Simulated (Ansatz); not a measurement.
Take Au in the fcc (Cu type) structure (space group Fm-3m, No. 225; a = 4.124 Å; relaxed with 0.1 eV smearing) as the base. Axes: x, y, z lie along the cube axes.

Level of theory: r2SCAN (Ansatz, a quantum-chemistry and plane-wave program), spin-orbit coupling left out, earlier PAW set.

Base values:

| Property | Result |
|---|---|
| Pressure | 0.0 GPa |

Modification: uniaxial strain ε_zz = +0.20 %, all other strain components held at zero; the atoms relax in the strained cell.

Question: Predict the new pressure.

Answer: The pressure (mean of the normal stresses, compression positive) goes from zero to -0.3 GPa.

Whether these cells are dynamically stable was not tested.
